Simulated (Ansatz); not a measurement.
**GaN: electrons 1.0×10^22 cm⁻³**

Base system: GaN in the wurtzite structure (space group P6_3mc, No. 186; a = 3.219 Å, c = 5.244 Å).

Modification: 0.470 electrons added to each cell, a density of 1.0×10^22 cm⁻³, with a uniform compensating background at fixed cell and a 300 K Fermi–Dirac width.

Calculations: DFT with PBE, PAW potentials and a 420 eV plane-wave cutoff in Ansatz (a quantum-chemistry and plane-wave program), without spin-orbit coupling, earlier PAW set. Settings: 21×21×11 k-points, 0.0259 eV Fermi–Dirac smearing.

The gap between the host's bands shrinks by 0.17 eV (1.71 eV → 1.54 eV) and the gap character remains direct at Γ. The Fermi level relative to the doped band's edge (positive inside the band; to 0.05 eV) amounts to +2.60 eV.

Carriers are added with a uniform compensating background; total energy and stress of such cells depend on the potential's zero and are not compared; many-body gap narrowing is missing at this level. Whether these cells are dynamically stable was not tested.
